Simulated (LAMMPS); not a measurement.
Simulation of Al (fcc), 4000 atoms, at 980 K and 0 GPa, heated as the crystal.

Method: classical MD, pair style eam/alloy, file AlCu.eam.alloy (LAMMPS).

```json
{
 "state_found": "liquid",
 "density": "2.2815 ± 0.0004 g/cm³",
 "volume_per_atom": "19.638 ± 0.004 Å³/atom",
 "enthalpy_per_atom": "-2.9531 ± 0.0002 eV/atom",
 "first peak of g(r)": "2.77 Å, height 2.5",
 "coordination_number": "12.7 (counted to 3.94 Å)",
 "most common Al-Al-Al angle": "at the 3° bin centred on 55.5°, after smoothing over three bins (mean of all 96°)",
 "self-diffusion coefficient of Al (not corrected for cell size)": "(8.3 ± 0.2) × 10^-5 cm²/s",
 "mean frequency of the vibrational (phonon) density of states": "4.4 THz",
 "cost": "roughly 6 core-minutes"
}
```

Potential: file AlCu.eam.alloy of the LAMMPS distribution; its header cites Cai and Ye, Phys Rev B, 54, 8398-8410 (1996).

States go by the mean squared displacement: a species diffuses where it passes 1.5 Å², still rises and gives D over 1e-6 cm²/s; a crystal has left its structure where atoms lie 0.35 Å off their sites on average or a cubic box changes its shape by 3 %, or the axial ratios of another lie 8 % off the starting cell's, which the potential's own relaxation can also do.

Errors of D are the spread over four groups of atoms in one short run; a floor of about 5 %, a picked value, is safer.

The ± values are statistical; the model's systematic error is not in them.

```
frequency (THz)  vibrational (phonon) density of states (1/THz)
---------------  ----------------------------------------------
0.08050                                                  0.1063
0.4025                                                   0.1047
0.7250                                                   0.1042
1.047                                                    0.1083
1.369                                                    0.1139
1.692                                                    0.1195
2.014                                                    0.1266
2.337                                                    0.1323
2.659                                                    0.1326
2.981                                                    0.1333
3.303                                                    0.1343
3.625                                                    0.1329
3.947                                                    0.1304
4.269                                                    0.1283
4.591                                                    0.1248
4.913                                                    0.1213
5.236                                                    0.1192
5.559                                                    0.1149
5.880                                                    0.1105
6.203                                                    0.1044
6.525                                                    0.0972
6.848                                                    0.0903
7.170                                                    0.0816
7.492                                                    0.0715
7.813                                                    0.0608
8.136                                                    0.0513
8.459                                                    0.0429
8.780                                                    0.0362
9.102                                                    0.0301
9.425                                                    0.0249
9.747                                                    0.0205
10.07                                                    0.0169
10.39                                                    0.0143
10.71                                                    0.0123
11.04                                                    0.0106
11.36                                                    0.0089
11.68                                                    0.0076
12.00                                                    0.0066
12.32                                                    0.0057
12.65                                                    0.0049
12.97                                                    0.0042
13.29                                                    0.0036
13.61                                                    0.0032
13.94                                                    0.0028
14.26                                                    0.0024
14.58                                                    0.0021
14.90                                                    0.0018
15.22                                                    0.0016
15.55                                                    0.0014
15.87                                                    0.0012
```
